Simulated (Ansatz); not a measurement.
The reference is NaF in the rock salt structure (space group Fm-3m, No. 225; a = 4.6291 Å).

Computed with Kohn–Sham DFT with the PBEsol functional, run in Ansatz (a quantum-chemistry and plane-wave program) with PAW and 420 eV plane waves, no SOC.

Before the change:

| Item | Result |
|---|---|
| Lattice parameter a | 8.748 bohr |
| Band gap | 6.20 eV |
| Electron mass | 0.56 mₑ (at Γ) |

The change: a hydrostatic pressure of 0.7 GPa.

Question: How does this affect the lattice parameter a?

Answer: The lattice parameter a drops by 0.0405 bohr, from 8.748 bohr to 8.707 bohr.

Question: What does the calculation give for the band gap after the change?

Answer: The band gap goes up by 0.07 eV (6.20 eV → 6.27 eV).

Question: How does this affect the electron mass?

Answer: The electron mass remains 0.56 mₑ (at Γ).

Load acts through the strain it causes; cell and atoms are relaxed under it. Effective masses come from finite differences of ±0.01 Å⁻¹. No phonon test of stability was made.
